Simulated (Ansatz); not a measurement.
Electronic density of states of amorphous Ta₁₆O₄₂Si, density 7.13 g/cm³, on a 2×2×2 Γ-centred mesh with a Gaussian width of 0.1 eV; energies count from the Fermi level, whose place inside the gap is arbitrary. Cell and mesh are small, so fine structure isn't converged. Computed with PBE, scalar-relativistic without spin-orbit coupling (plane waves to 420 eV, PAW; Ansatz, an electronic-structure program). Sampling: a 2×2×2 Γ-centred mesh; Fermi-Dirac width 0.02 eV; no spin polarisation. At PBE the levels at the filled edge of the gap are localised (band-tail or defect states), and the nearest spread-out levels lie 3.5 eV apart at the zone centre.

It comes from a melt-quench run on a machine-learned potential (CHGNet), relaxed afterwards by DFT. O atoms were pushed apart under 1.9 Å during the dynamics, to hinder bonds among them. The hot cell started wider than the set density and was brought back towards it in steps. It is the lowest in DFT energy of 2 quenches. It is a model cell: composition and starting density were chosen by hand, and all elements were melted together. No dispersion term was used. Its density started from a set value of 7.13 and ended at 7.13 g/cm³. The simulated quench (nominally 300 K/ps over its main leg) is rapid and tends to freeze in more defects than a deposited or slowly cooled glass has. Values belong to this one cell and scatter from quench to quench. The volume was held where the preparation left it, at a PBE pressure of 1.2 GPa. Stress components on the final sampling reach 3.2 GPa. On a 2×2×2 Γ-centred mesh force components of up to 0.16 eV/Å stay, since the relaxation ran on the zone centre alone. Cycles of charging lowered its energy after that relaxation.

(E - EF (eV), states/(eV atom)): (-12.00, 0.00); (-11.90, 0.00); (-11.80, 0.00); (-11.70, 0.00); (-11.60, 0.00); (-11.50, 0.00); (-11.40, 0.00); (-11.30, 0.00); (-11.20, 0.00); (-11.10, 0.00); (-11.00, 0.00); (-10.90, 0.00); (-10.80, 0.00); (-10.70, 0.00); (-10.60, 0.00); (-10.50, 0.00); (-10.40, 0.00); (-10.30, 0.00); (-10.20, 0.00); (-10.10, 0.00); (-10.00, 0.00); (-9.90, 0.00); (-9.80, 0.00); (-9.70, 0.00); (-9.60, 0.00); (-9.50, 0.00); (-9.40, 0.00); (-9.30, 0.00); (-9.20, 0.00); (-9.10, 0.00); (-9.00, 0.00); (-8.90, 0.03); (-8.80, 0.14); (-8.70, 0.14); (-8.60, 0.03); (-8.50, 0.00); (-8.40, 0.00); (-8.30, 0.00); (-8.20, 0.00); (-8.10, 0.00); (-8.00, 0.00); (-7.90, 0.00); (-7.80, 0.00); (-7.70, 0.00); (-7.60, 0.00); (-7.50, 0.06); (-7.40, 0.23); (-7.30, 0.26); (-7.20, 0.18); (-7.10, 0.21); (-7.00, 0.33); (-6.90, 0.46); (-6.80, 0.65); (-6.70, 0.80); (-6.60, 0.82); (-6.50, 0.68); (-6.40, 0.69); (-6.30, 0.77); (-6.20, 0.80); (-6.10, 0.85); (-6.00, 0.82); (-5.90, 0.79); (-5.80, 0.78); (-5.70, 0.74); (-5.60, 0.72); (-5.50, 0.72); (-5.40, 0.71); (-5.30, 0.70); (-5.20, 0.71); (-5.10, 0.68); (-5.00, 0.62); (-4.90, 0.63); (-4.80, 0.63); (-4.70, 0.77); (-4.60, 0.87); (-4.50, 0.79); (-4.40, 0.78); (-4.30, 0.75); (-4.20, 0.69); (-4.10, 0.73); (-4.00, 0.80); (-3.90, 0.81); (-3.80, 0.82); (-3.70, 0.77); (-3.60, 0.83); (-3.50, 0.86); (-3.40, 0.87); (-3.30, 0.87); (-3.20, 0.85); (-3.10, 0.77); (-3.00, 0.80); (-2.90, 0.88); (-2.80, 0.94); (-2.70, 0.92); (-2.60, 0.89); (-2.50, 0.90); (-2.40, 0.97); (-2.30, 1.05); (-2.20, 0.97); (-2.10, 0.80); (-2.00, 0.80); (-1.90, 0.60); (-1.80, 0.40); (-1.70, 0.34); (-1.60, 0.22); (-1.50, 0.17); (-1.40, 0.05); (-1.30, 0.00); (-1.20, 0.00); (-1.10, 0.00); (-1.00, 0.00); (-0.90, 0.00); (-0.80, 0.00); (-0.70, 0.00); (-0.60, 0.00); (-0.50, 0.00); (-0.40, 0.00); (-0.30, 0.00); (-0.20, 0.00); (-0.10, 0.00); (0.00, 0.00); (0.10, 0.00); (0.20, 0.00); (0.30, 0.00); (0.40, 0.00); (0.50, 0.00); (0.60, 0.00); (0.70, 0.00); (0.80, 0.00); (0.90, 0.00); (1.00, 0.00); (1.10, 0.00); (1.20, 0.00); (1.30, 0.00); (1.40, 0.04); (1.50, 0.16); (1.60, 0.29); (1.70, 0.30); (1.80, 0.33); (1.90, 0.40); (2.00, 0.44); (2.10, 0.46); (2.20, 0.47); (2.30, 0.51); (2.40, 0.51); (2.50, 0.53); (2.60, 0.56); (2.70, 0.56); (2.80, 0.55); (2.90, 0.55); (3.00, 0.49); (3.10, 0.52); (3.20, 0.57); (3.30, 0.52); (3.40, 0.49); (3.50, 0.51); (3.60, 0.56); (3.70, 0.56); (3.80, 0.57)

The level gap on this mesh is 2.98 eV; the broadening fills part of it in the curve.
